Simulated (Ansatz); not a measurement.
The reference is MgI2 in the CdI2 type structure (space group P-3m1, No. 164; layered, stacked along the Cartesian z axis).

```yaml
crystal:
  lattice:
    - [4.05970, 0.00000, 0.00000]
    - [-2.02985, 3.51581, 0.00000]
    - [0.00000, 0.00000, 6.58024]
  atoms:
    - { symbol: Mg, position: [0.00000, 0.00000, 0.00000] }
    - { symbol: I, position: [0.33333, 0.66667, 0.25401] }
    - { symbol: I, position: [0.66667, 0.33333, 0.74599] }
```

Cartesian axes are those of the cell as printed.

All numbers come from Kohn–Sham DFT with the PBEsol-D3(BJ) functional, run in Ansatz (a first-principles code) with PAW and 420 eV plane waves, no SOC.

For the base:

The valence-band top at Γ is 0.00, -0.14, -0.14 eV. The gap character comes out as indirect, Γ → L–M (40 % along), the pressure is 0.00 GPa and the band gap is 3.34 eV.

Perturbation: biaxial strain −2.00 %, plane normal [001], relaxed out of plane (Cartesian); in-plane vectors clamped, the third vector and the atoms free.

Question: Predict the new valence-band top at Γ.

Answer: The valence-band top at Γ (three highest levels, from the VBM) changes from 0.00, -0.14, -0.14 eV to 0.00, 0.00, -0.13 eV.

Question: What happens to the gap character?

Answer: The gap character stays indirect, Γ → L–M (40 % along).

Question: What happens to the out-of-plane strain?

Answer: The out-of-plane strain is +1.19 %.

Question: Estimate the effect on the pressure.

Answer: The pressure (mean of the normal stresses, compression positive) goes from zero to 0.92 GPa.

Question: How does this affect the band gap?

Answer: The band gap increases by 0.026 eV (3.34 eV → 3.36 eV).

Spin-orbit coupling, missing from the scalar runs, can matter with I. Stability against distortions was not tested.
